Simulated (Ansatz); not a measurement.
Base system: EuO in the rock salt structure (space group Fm-3m, No. 225; a = 5.062 Å; ferromagnetic).

Computed with Ansatz (a quantum-chemistry and plane-wave program) PBE, no spin-orbit coupling.

One change was made to it. Results:

The lattice parameter a rises by 0.034 bohr (9.565 bohr → 9.599 bohr); the band gap is still zero; the magnetic state remains ferromagnetic.

### Question
Name the change that was made.
A. pressure −2 GPa
B. pressure −1 GPa
C. pressure 1.5 GPa
D. pressure 3 GPa

### Answer
B, pressure −1 GPa. For comparison, the lattice parameter a in the other runs: pressure 3 GPa gives 9.473 bohr; pressure 1.5 GPa gives 9.517 bohr; pressure −2 GPa gives 9.635 bohr.

Other magnetic orders, which the real material may have, were not ruled out. The state of the 4f shell was not checked for lower solutions. Load acts through the strain it causes; cell and atoms are relaxed under it. No phonon test of stability was made. No Hubbard U is applied, and correlation can decide whether such a compound is a metal.
